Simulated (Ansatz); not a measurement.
**How a calculation on K₂MoO₄ (C2/m, 14 atoms in the cell) responds to its settings**

```
CELL_PARAMETERS angstrom
      6.17400    -3.04050     0.00000
      6.17400     3.04050     0.00000
     -3.27366     0.00000     6.79003
ATOMIC_POSITIONS crystal
  Mo 0.17558 0.17558 0.22671
  Mo 0.82442 0.82442 0.77329
  K  0.84530 0.84530 0.25500
  K  0.15470 0.15470 0.74500
  K  0.50940 0.50940 0.23520
  K  0.49060 0.49060 0.76480
  O  0.33330 0.33330 0.38240
  O  0.66670 0.66670 0.61760
  O  0.08780 0.08780 0.36180
  O  0.91220 0.91220 0.63820
  O  0.90960 0.37640 0.07850
  O  0.62360 0.09040 0.92150
  O  0.09040 0.62360 0.92150
  O  0.37640 0.90960 0.07850
```

Base run A: PBEsol, default PAW files made with PBE run with Ansatz (a first-principles code), self-consistent single point.

Its settings: kpoints.mp_grid.grid = 3 3 3; hamiltonian.xc = pbesol; hamiltonian.pseudopotentials = {kind: paw} (the program's default PAW files); scf.occupations.method = cold; scf.occupations.width = 0.1 eV.

The starting cell comes from a database of published, mostly measured structures (it also holds non-ambient and calculated ones), without a prior relaxation at this level. In the base run, forces exceed 1 eV/Å. Ansatz's pressure includes its estimate of the finite-basis (Pulay) stress.

A dash stands where there is no value to compare (another energy zero or no entropy term, no result, no spin, no clean gap, or a mesh too coarse for one). 

Run A gave: pressure (GPa) 0.99; largest force (eV/Å) 1.416; gap on the mesh (eV) 4.484.

Runs:
- B: hamiltonian.dispersion: default → d3bj [PBEsol-D3BJ]
- C: hamiltonian.dispersion: default → d3bjatm [PBEsol-D3BJ-ATM]
- D: hamiltonian.dispersion: default → d4 [PBEsol-D4]

Q: What does run D change against A?

A: The pressure goes from 0.99 to 0.32 GPa, the largest force hardly changes (1.416 to 1.417 eV/Å) and the gap on the mesh stays at 4.484 eV.

Q: What does run C change against A?

A: The pressure goes from 0.99 to -0.26 GPa, the largest force hardly changes (1.416 to 1.419 eV/Å) and the gap on the mesh stays at 4.484 eV.

Q: What does run B change against A?

A: The pressure goes from 0.99 to -0.42 GPa, the largest force moves little (1.416 to 1.419 eV/Å) and the gap on the mesh stays at 4.484 eV.

```json
[
 {"run": "A", "pressure (GPa)": "0.99", "largest force (eV/Å)": "1.416", "gap on the mesh (eV)": "4.484", "dispersion energy (eV/atom)": "–"},
 {"run": "B", "pressure (GPa)": "-0.42", "largest force (eV/Å)": "1.419", "gap on the mesh (eV)": "4.484", "dispersion energy (eV/atom)": "-0.155"},
 {"run": "C", "pressure (GPa)": "-0.26", "largest force (eV/Å)": "1.419", "gap on the mesh (eV)": "4.484", "dispersion energy (eV/atom)": "-0.146"},
 {"run": "D", "pressure (GPa)": "0.32", "largest force (eV/Å)": "1.417", "gap on the mesh (eV)": "4.484", "dispersion energy (eV/atom)": "-0.072"}
]
```

Keys are those of Ansatz 0.2.
